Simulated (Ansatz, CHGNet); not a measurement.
## C axis length of hexagonal WC: levels of theory against measurement

Reference value: 2.837 Å (measured, 300 K, not corrected to a static lattice; as tabulated in Wikipedia's data pages).

```json
[
 {"level (code)": "CHGNet 0.3.0", "value (Å)": "2.863"},
 {"level (code)": "LDA (Ansatz)", "value (Å)": "(withheld)"},
 {"level (code)": "PBE (Ansatz)", "value (Å)": "(withheld)"},
 {"level (code)": "PBE-D3(BJ) (Ansatz)", "value (Å)": "2.833"},
 {"level (code)": "PBE-D4 (Ansatz)", "value (Å)": "2.833"},
 {"level (code)": "r²SCAN+SOC (Ansatz)", "value (Å)": "2.835"},
 {"level (code)": "r²SCAN+rVV10 (Ansatz)", "value (Å)": "2.833"},
 {"level (code)": "HSE06 (Ansatz)", "value (Å)": "2.826"},
 {"level (code)": "PBE0 (Ansatz)", "value (Å)": "2.827"}
]
```

Some entries are withheld; supply them.


- LDA (Ansatz, a program for electronic structure), value (Å): 2.812
- PBE (Ansatz), value (Å): 2.846

Differences against the reference: CHGNet 0.3.0 +0.92 %, LDA -0.88 %, PBE +0.32 %, PBE-D3(BJ) -0.14 %, PBE-D4 -0.14 %, r²SCAN+SOC -0.07 %, r²SCAN+rVV10 -0.14 %, HSE06 -0.39 %, PBE0 -0.35 %.

The reference is not for a static lattice or low temperature, so close values are not ranked against it.

The reference isn't brought to a static lattice, while the calculations are for one, so the differences are not the levels' errors alone.  Density-functional levels without +SOC have no spin–orbit coupling. HSE06: exact exchange on metals is sensitive to the k mesh and can open a false gap. PBE0: the run has no spin polarisation, so it can have missed a magnetic state. Cutoffs and k meshes differ between the levels. Ansatz's density-functional and Hartree–Fock values are scalar-relativistic unless marked +SOC, with PAW data made under PBE.

Machine-learned potentials (CHGNet 0.3.0) are trained on DFT data: a solid inside that data is no test of them.

Differences are worked out from the printed values.
